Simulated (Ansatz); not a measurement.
The starting structures come from a database of crystals and need not be the phases stable at ambient conditions.

# Evanescent states of AlTlF4 (I4/mcm, not sure to be the ambient phase, 12 atoms a cell, 14.7 Å³ an atom, -3 GPa at this level) along the normal of (100)

Computed with PBEsol (plane waves, PAW; Ansatz, a first-principles code).

The gap is the functional's own. No spin-orbit coupling. Mid-gap values are interpolated on the energy grid.

Energies count from the valence-band top; κ is the least over a 6×4 mesh across the current.

```
E (eV)  κ (1/Å)  where
------  -------  -----
0.10      0.161  off Γ
0.30      0.263  off Γ
0.50      0.322  off Γ
0.70      0.361  off Γ
0.90      0.383  off Γ
1.10      0.393  off Γ
1.30      0.399  off Γ
1.50      0.402  off Γ
1.70      0.401  off Γ
1.90      0.397  off Γ
2.10      0.390  off Γ
2.30      0.381  off Γ
2.50      0.369  off Γ
2.70      0.353  off Γ
2.90      0.335  off Γ
3.10      0.313  off Γ
3.30      0.287  off Γ
3.50      0.256  off Γ
3.70      0.217  off Γ
3.90      0.166  off Γ
4.10      0.083  off Γ
```

Q: How thick must the barrier be to attenuate the transmission by 10^6 when the electrodes' Fermi level lies at 1.50 eV, and what attenuation does that film give at 1.90 eV?

A: d = 6 ln 10 / (2 × 0.402) = 17.2 Å. At 1.90 eV it gives 6 × 0.397/0.402 = 5.9 decades.
